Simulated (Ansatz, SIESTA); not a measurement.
# Code comparison for Ti3Zn (P1, 4 atoms in the cell)

Self-consistent single point, at a second geometry (atoms moved at random). First geometry:

```
Ti3Zn
1.0
   -1.94369     1.94369     4.14949
    1.94369    -1.94369     4.14949
    1.94369     1.94369    -4.14949
Ti Zn
3 1
Direct
  0.75000   0.25000   0.50000
  0.25000   0.75000   0.50000
  0.50000   0.50000   0.00000
  0.00000   0.00000   0.00000
```
Moments meant for the start (each program seeds them in its own way; μB, in the order of the atoms Ti Ti Ti Zn): 1.0 1.0 1.0 0.0.

Second geometry:
```yaml
crystal:
  lattice:
    - [-1.94369, 1.94369, 4.14949]
    - [1.94369, -1.94369, 4.14949]
    - [1.94369, 1.94369, -4.14949]
  atoms:
    - { symbol: Ti, position: [0.75045, 0.24065, 0.48257], spin: 1.0 }
    - { symbol: Ti, position: [0.25583, 0.75042, 0.50868], spin: 1.0 }
    - { symbol: Ti, position: [0.48815, 0.49746, 0.99172], spin: 1.0 }
    - { symbol: Zn, position: [0.00557, 0.01146, 0.01703] }
```
(The spins are starting values, not results.)

Shared settings, as Ansatz (an electronic-structure program) writes them: kpoints.mp_grid.grid = 6 6 6; scf.occupations.method = fermi_dirac; scf.occupations.width = 0.1 eV. Potentials and cutoffs stand in the table.

```
code                                                                                                                            model  ΔF from the first geometry (meV/atom)  pressure (GPa)  largest force (eV/Å)       cutoff
------  -----------------------------------------------------------------------------------------------------------------------------  -------------------------------------  --------------  --------------------  -----------
Ansatz                                                                                                PBEsol, PAW files made with PBE                                   11.3           -0.32                 0.637      default
SIESTA  GGA PBEsol, numerical atomic orbitals DZP, PseudoDojo PBEsol standard norm-conserving potentials (rewritten from UPF to PSML)                                   12.4           -3.16                 0.679  grid 350 Ry
```

Size of the force on each atom (eV/Å): Sizes of forces hide their directions.

```tsv
code	Ti1	Ti2	Ti3	Zn4
Ansatz	0.637	0.427	0.423	0.451
SIESTA	0.679	0.424	0.443	0.524
```

On Ansatz's run: the starting moments vanished: the run ended non-magnetic. The program warned that a starting moment was not kept.

The spread over the programs that give each value: ΔF from the first geometry within 1.1 meV/atom; pressure within 2.84 GPa; largest force within 0.042 eV/Å.

SIESTA uses small atom-centred bases, whose incompleteness enters pressures, forces and empty levels differently from a plane-wave cutoff. Ansatz's pressure is given at a fixed set of plane waves, as the other plane-wave codes print theirs; with its correction for the finite basis it is -0.27 GPa.

The starting cell comes from a database of computed structures (which also holds hypothetical and non-ambient phases and stackings), without a prior relaxation at this level. Its lattice was rescaled by a random factor within 2.5 % of one. For this run, on top of that: atoms moved at random.

Keys are those of Ansatz 0.2.
